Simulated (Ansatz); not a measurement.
## TaP (I4₁md, No. 109, 4 atoms in the cell; start mp-1067587)

Computed with LDA in Ansatz (PAW).

Run with plane-wave cutoff 520 eV, 24×24×24 k mesh, Fermi–Dirac smearing 0.05 eV, scalar-relativistic PAW data made under PBE.

Cell (relaxed at this level):

```cif
data_P2Ta2
_chemical_formula_sum 'Ta2 P2'
_space_group_name_H-M_alt 'P 1'
_space_group_IT_number 1
_cell_length_a 6.06530
_cell_length_b 6.06530
_cell_length_c 6.06530
_cell_angle_alpha 148.516
_cell_angle_beta 148.516
_cell_angle_gamma 45.124
loop_
_space_group_symop_operation_xyz
  'x, y, z'
loop_
_atom_site_label
_atom_site_type_symbol
_atom_site_fract_x
_atom_site_fract_y
_atom_site_fract_z
_atom_site_occupancy
Ta1 Ta 0.49933 0.99933 0.50000 1
Ta2 Ta 0.74933 0.74933 0.00000 1
P1 P 0.91667 0.41667 0.50000 1
P2 P 0.16667 0.16667 0.00000 1
```

band gap: none
bulk modulus: 226 GPa

Note: the relaxation could not lower the start's symmetry, so the cell can be a saddle point above a distorted one; the bulk modulus is −V dP/dV from two relaxed cells at ±2 % in volume.

Spin–orbit coupling is not included; it can open a gap where bands touch, and shift volumes and moduli.

Computed values are for the static lattice.

A start named mp-… is a Materials Project structure, which need not be a measured phase.

Ansatz is an electronic-structure program.
